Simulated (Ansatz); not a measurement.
Take CdSe in the wurtzite structure (space group P6_3mc, No. 186) as the base.

```
CdSe
1.0
    4.38279     0.00000     0.00000
   -2.19140     3.79561     0.00000
    0.00000     0.00000     7.15437
Cd Se
2 2
Direct
  0.33333   0.66667   0.00013
  0.66667   0.33333   0.50013
  0.33333   0.66667   0.37587
  0.66667   0.33333   0.87587
```

Cartesian axes are those of the cell as printed.

Calculations: PBE (Ansatz, a first-principles code, PAW, spin-orbit coupling left out).

Before the change:

- Pressure: 0.00 GPa

Modification: uniaxial strain ε_zz = −1.20 %, all other strain components held at zero; the atoms relax in the strained cell.

Q: What happens to the pressure and energy relative to the base?

A: The pressure (mean of the normal stresses, compression positive) goes from zero to 0.56 GPa; the energy goes up by 1.0 meV/atom.

Whether these cells are dynamically stable was not tested.
